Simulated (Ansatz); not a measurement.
Input and output of a self-consistent single point for LaAlCu₄ (P1, 6 atoms in the cell) (Ansatz, a program for electronic structure).

Method: LDA (PW92), PAW files made with PBE (plane waves; Ansatz).

The change in words: lattice scaled by 0.98. Reference geometry:
```
CELL_PARAMETERS angstrom
      2.63145    -4.42999     0.00000
      2.63145     4.42999     0.00000
      0.00000     0.00000     4.16141
ATOMIC_POSITIONS crystal
  La 0.50978 0.51103 0.99956
  Al 0.00338 0.00566 0.53261
  Cu 0.14114 0.81669 0.01201
  Cu 0.82591 0.18054 0.97769
  Cu 0.02474 0.50006 0.46620
  Cu 0.49506 0.98601 0.51193
```

Reference input (self-consistent single point, DFT, LDA (PW92), plane waves, PAW files made with PBE): kpoints.mp_grid.grid = 4 4 5; hamiltonian.xc = lda; hamiltonian.pseudopotentials = {kind: paw} (an earlier, softer set of the program's PAW files); scf.occupations.method = gaussian; scf.occupations.width = 0.05 eV. This run's input differs from it in these lines:

```diff
@@ -2,5 +2,5 @@
   lattice:
-    - [2.631450, -4.429995, 0.000000]
-    - [2.631450, 4.429995, 0.000000]
-    - [0.000000, 0.000000, 4.161410]
+    - [2.578821, -4.341395, 0.000000]
+    - [2.578821, 4.341395, 0.000000]
+    - [0.000000, 0.000000, 4.078182]
   atoms:
```

Log, with long lists cut:

```
SCF iter   1: F=—  HF=-32845.891142 eV  |F-HF|=—  |Δ(HF+E_count)|=         —  Δρ=1.40e0  dr2=2.11e3  ethr=3.10e-3  ⟨swp⟩=6.0  Hψ=7695  notcnv=0
all-band conjugate gradients solve this SCF's bands
preconditioner: auto → Kerker (q_TF=auto, 2.722 Å⁻¹)
SCF iter   2: F=—  HF=-32816.707172 eV  |F-HF|=—  |Δ(HF+E_count)|=    2.92e1  Δρ=1.51e-1  dr2=3.26e1  ethr=3.10e-3  ⟨swp⟩=4.0  Hψ=6368  notcnv=0  defer=62
   [... lines left out ...]
SCF iter  16: F=—  HF=-32813.391680 eV  |F-HF|=—  |Δ(HF+E_count)|=   5.69e-6  Δρ=8.76e-5  dr2=9.55e-6  ethr=5.07e-8  ⟨swp⟩=2.0  Hψ=3712  notcnv=0  defer=127
SCF iter  17: F=—  HF=-32813.391677 eV  |F-HF|=—  |Δ(HF+E_count)|=   2.90e-6  Δρ=3.20e-5  dr2=6.31e-7  ethr=1.06e-8  ⟨swp⟩=2.0  Hψ=3489  notcnv=0  defer=127
SCF iter  18: F=—  HF=-32813.391677 eV  |F-HF|=—  |Δ(HF+E_count)|=   1.73e-7  Δρ=1.09e-5  dr2=1.15e-7  ethr=7.02e-10  ⟨swp⟩=2.0  Hψ=3995  notcnv=0  defer=127
SCF iter  19: F=-32813.391677 eV  HF=-32813.391677 eV  |F-HF|=1.39e-8  |Δ(HF+E_count)|=   9.53e-9  Δρ=6.42e-6  dr2=2.69e-8  ethr=1.11e-10  ⟨swp⟩=12.0  Hψ=11014  notcnv=0
SCF 1 converged in 19 iterations: F = -32813.391677 eV  dr2 = 2.69e-8
Free energy (F): -32813.391677 eV
Internal energy: -32813.387356 eV  (E = F + TS)
E sigma→0 (E₀):  -32813.389516 eV
Entropy (-TS):   -0.004320 eV (-0.720 meV/atom)
Fermi energy:    14.169139 eV
--- Forces (eV/Å), atoms counted from 1 ---
  atom   1  La    -0.64737848     0.16583628     0.22441104
  atom   2  Al     0.03346856    -0.20606736    -1.17052822
  atom   3  Cu     0.71766025    -0.20706759    -0.30057317
  atom   4  Cu     0.13245009    -0.21183949     0.77221472
  atom   5  Cu    -0.36597975     0.26740583     0.87305992
  atom   6  Cu     0.12976330     0.19174488    -0.39858060
--- Stress (GPa, compression-positive) ---
        2.494537      -0.484806      -0.324037
       -0.484806       2.066948      -0.211650
       -0.324037      -0.211650       0.933708
  P = ⅓ Tr σ = 1.8317 GPa (18.317 kbar)
  The stress holds the Pulay correction. Without it, at fixed plane waves, as pw.x and ABINIT print it: P = 1.7742 GPa
```

The run converged in 19 iterations. Against the reference run the free energy falls by 9.7 meV/atom, the pressure goes from -4.72 to 1.83 GPa and the largest force goes from 0.981 to 1.189 eV/Å.

The starting cell comes from a database of computed structures (which also holds hypothetical and non-ambient phases and stackings), without a prior relaxation at this level. Its atoms were displaced at random from the sites of space group no. 65. For this run, on top of that: lattice scaled by 0.98. Spin polarisation is off. Forces in this geometry exceed 1 eV/Å. Ansatz's pressure includes its estimate of the finite-basis (Pulay) stress.

Cost on one core of a shared machine: roughly 60 s.

Keys are those of Ansatz 0.2.
